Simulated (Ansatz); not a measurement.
Consider LaTiO3 in the cubic perovskite structure (space group Pm-3m, No. 221; a = 3.906 Å).

Method: PBEsol (Ansatz, a program for electronic structure), no spin-orbit coupling.

Before the change:

| Property | Value |
|---|---|
| Lattice parameter a | 3.906 Å |

The change: a negative pressure, −2 GPa.

What happens to the lattice parameter a?

The lattice parameter a increases by 0.013 Å (3.906 Å → 3.919 Å).

Load acts through the strain it causes; cell and atoms are relaxed under it. Whether these cells are dynamically stable was not tested. No Hubbard U is applied, and correlation can decide whether such a compound is a metal. The final runs are not spin-polarised. An odd electron count without spin: LaTiO3. Many cubic perovskites are stable only at high temperature; tilts and polar distortions were not tested.
